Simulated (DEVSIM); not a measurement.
System: abrupt GaAs n-p junction, at 400 K.

```
layer (left to right)  material  thickness (μm)  Nd (cm⁻³)  Na (cm⁻³)  τn (s)  τp (s)
---------------------  --------  --------------  ---------  ---------  ------  ------
1                          GaAs            80.0     5.4e16          -    9e-9    9e-9
2                          GaAs            1.20          -       9e15    9e-9    9e-9
```

Left contact: ohmic. Right contact: ohmic. Voltage is applied to the left contact. Recombination: SRH at mid-gap, radiative. Mobility is constant in doping.

Constants are typed, rounded textbook-type inputs, not results; the design itself was drawn at random and stands for no fabricated device. Values at 300 K; Nc and Nv go as T^1.5, mobilities as T to minus their exponent, the gap by Varshni's rule with the affinity fixed.

```
parameter             GaAs
----------------  --------
gap (eV)             1.424
affinity (eV)         4.07
permittivity          12.9
Nc (cm⁻³)           4.7e17
Nv (cm⁻³)             9e18
μn (cm²/Vs)           8500
μp (cm²/Vs)            400
T exponent of μn       2.1
T exponent of μp       2.2
B (cm³/s)            2e-10
Varshni α (eV/K)  0.000541
Varshni β (K)          204
```

Model (solved in DEVSIM): 1D drift-diffusion, Boltzmann statistics, complete ionisation; no tunnelling, impact ionisation, image-force lowering or self-heating.

### Question
Tabulate band edges, carrier densities and field at 2.0 V on the left contact.

### Answer
Energies count from the Fermi level of the right contact; mesh points crowd at the junctions.

| x (μm) | Ec (eV) | Ev (eV) | n (cm⁻³) | p (cm⁻³) | field (V/cm) |
|---|---|---|---|---|---|
| 0.000 | -1.911 | -3.288 | 5.4e16 | 820 | ≈ 0 |
| 0.03736 | -1.911 | -3.288 | 5.4e16 | 820 | ≈ 0 |
| 0.1328 | -1.911 | -3.288 | 5.4e16 | 820 | ≈ 0 |
| 0.3769 | -1.911 | -3.288 | 5.4e16 | 820 | ≈ 0 |
| 1.396 | -1.911 | -3.288 | 5.4e16 | 820 | ≈ 0 |
| 3.605 | -1.911 | -3.288 | 5.4e16 | 820 | ≈ 0 |
| 9.251 | -1.911 | -3.288 | 5.4e16 | 820 | ≈ 0 |
| 32.83 | -1.911 | -3.288 | 5.4e16 | 820 | ≈ 0 |
| 60.82 | -1.911 | -3.288 | 5.4e16 | 820 | ≈ 0 |
| 72.51 | -1.911 | -3.288 | 5.4e16 | 780 | ≈ 0 |
| 77.08 | -1.911 | -3.288 | 5.4e16 | 560 | ≈ 0 |
| 79.19 | -1.911 | -3.288 | 5.4e16 | 200 | ≈ 0 |
| 79.70 | -1.911 | -3.288 | 5.4e16 | < 1e2 | ≈ 0 |
| 79.90 | -1.887 | -3.264 | 2.7e16 | < 1e2 | 10000 |
| 79.99 | -1.550 | -2.927 | 1.5e12 | 520 | 70000 |
| 80.02 | -1.330 | -2.708 | 2.6e9 | 27000 | 78000 |
| 80.07 | -0.894 | -2.272 | 43000 | 180000 | 71000 |
| 80.22 | -0.006 | -1.383 | 25000 | 740000 | 53000 |
| 80.73 | 1.121 | -0.257 | 980 | 8.1e15 | 680 |
| 81.02 | 1.124 | -0.253 | 3400 | 9.0e15 | ≈ 0 |
| 81.14 | 1.124 | -0.253 | 4400 | 9.0e15 | ≈ 0 |
| 81.20 | 1.124 | -0.253 | 4900 | 9.0e15 | ≈ 0 |
